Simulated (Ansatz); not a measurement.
KTaO₃ (model structure, started from the ilmenite type, R-3, No. 148, 10 atoms in the cell) was calculated with PBEsol in Ansatz (plane waves, PAW).

Numerical settings: plane-wave cutoff 500 eV, 8×8×8 k mesh, Fermi–Dirac smearing 0.05 eV, scalar-relativistic PAW data made under PBE.

Cell (relaxed at this level):

Space group R-3, hexagonal axes (No. 148); a = 5.4307 Å, b = 5.4307 Å, c = 17.7035 Å, α = 90.00°, β = 90.00°, γ = 120.00°

| atom | site | symmetry | x | y | z |
|---|---|---|---|---|---|
| K | 6c | 3. | 0.0000 | 0.0000 | 0.3620 |
| O | 18f | 1 | 0.3406 | 0.0916 | 0.1014 |
| Ta | 6c | 3. | 0.0000 | 0.0000 | 0.1579 |
(The calculation used a cell of 10 atoms; values per cell refer to that cell.)

### Question
Estimate the band gap that the calculation returns.

### Answer

band gap: 4.61 eV (on the SCF k mesh)

Note: the relaxation could raise the start's symmetry but not lower it, so the cell can be a saddle point.

Spin–orbit coupling is not included.

A model structure was made by putting elements into a prototype or built by hand; it is no filed structure, need not be a known phase, and can be a saddle point held by its symmetry.

Ansatz is a program for electronic structure.
